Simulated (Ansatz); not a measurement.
Results of PBE0 (PAW; Ansatz, a first-principles code) for BBi (model structure, started from the zincblende type, F-43m, No. 216, 2 atoms in the cell).

Settings: plane-wave cutoff 500 eV, 8×8×8 k mesh, Fermi–Dirac smearing 0.05 eV, scalar-relativistic PAW data made under PBE.

Cell (relaxed with r²SCAN):

BiB has the cubic space group F-43m (No. 216), the zinc blende structure, Pearson symbol cF8. Conventional cell: a = 5.4914 Å, b = 5.4914 Å, c = 5.4914 Å, α = 90.00°, β = 90.00°, γ = 90.00°. Bi on 4d has 4 B at 2.378 Å (tetrahedral). B on 4a is surrounded by 4 Bi at 2.378 Å (tetrahedral). (Neighbours: up to the widest gap in distance over summed covalent radii, below 1.35, at either atom; cation-cation and far metal-metal contacts left out.)
(The calculation used a cell of 2 atoms; values per cell refer to that cell.)

Task: Predict the band gap.

Result: 
- band gap = 1.45 eV (on the SCF k mesh)

Note: exact exchange on metals is sensitive to the k mesh and can open a false gap; the relaxation could raise the start's symmetry but not lower it, so the cell can be a saddle point; cell and atoms aren't relaxed at this level (pressure -2.0 GPa).

Spin–orbit coupling is not included; with these elements it can move the gap by several tenths of an eV or more.

Computed values are for the static lattice.

Cost on a shared machine: very roughly 3 core-minutes.

A model structure was made by putting elements into a prototype or built by hand; it is no filed structure, need not be a known phase, and can be a saddle point held by its symmetry.
